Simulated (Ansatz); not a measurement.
The parent structure is Os in the hcp (Mg type) structure (space group P6_3/mmc, No. 194; a = 2.738 Å, c = 4.316 Å). Axes: x lies along a and z along c of the hexagonal cell.

All numbers come from DFT with r2SCAN, PAW potentials and a 500 eV plane-wave cutoff in Ansatz (an electronic-structure program), no spin-orbit coupling.

Base values:

* **Shortest interatomic distance**: 2.675 Å

It is then changed as follows: a free-standing slab of 7 layers (7 atoms, 1 a layer) is cut normal to the z axis, with 15 Å of vacuum and the in-plane cell held at bulk.

### Question
Predict the new shortest interatomic distance.

### Answer
The shortest interatomic distance decreases by 0.063 Å, from 2.675 Å to 2.612 Å.

### Question
How does this affect the excess energy per area of both faces?

### Answer
The excess energy per area of both faces (slab less bulk energy over the cell's area: twice a surface energy) is 6.4 J/m² (uncertain by up to 0.2 J/m²).

### Question
What happens to the change of the spacing d12 from its bulk value of 2.158 Å?

### Answer
The change of the spacing d12 from its bulk value of 2.158 Å comes out as -3.6 %.

### Question
Estimate the effect on the change of the spacing d23 from its bulk value of 2.158 Å.

### Answer
The change of the spacing d23 from its bulk value of 2.158 Å amounts to -0.1 %.

The excess energy carries the mismatch between the slab's and the bulk's meshes. Whether these cells are dynamically stable was not tested. All final runs are without spin polarisation.
